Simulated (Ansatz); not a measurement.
The starting structures come from a database of crystals and need not be the phases stable at ambient conditions.

Consider the following.

```xyz
2
Lattice="2.4942 0.2288 0.0853 -0.3341 3.5796 -0.0449 -1.2375 -0.9633 1.9548" Properties=species:S:1:pos:R:3 pbc="T T T"
B     -0.3242     3.5983    -0.0268
N      0.0167    -0.5500     1.3486
```

Space group of this cell: Cm. The cell was relaxed by PBE-D3(BJ); by r2SCAN its mean pressure is -1.2 GPa.

Transport runs along the normal of the first two printed cell vectors.

The gap is the functional's own. No spin-orbit coupling. Mid-gap values are interpolated on the energy grid.

Predict the band gap and the smallest decay constant κ at mid-gap from r2SCAN in Ansatz (a quantum-chemistry and plane-wave program).

Gap 4.66 eV on a 16×16×16 mesh; κ = 0.352 1/Å, at (0.000, 0.500) of the in-plane reciprocal vectors. At the zone centre, at the nearest computed energy, the slowest state has κ = 0.36 1/Å.
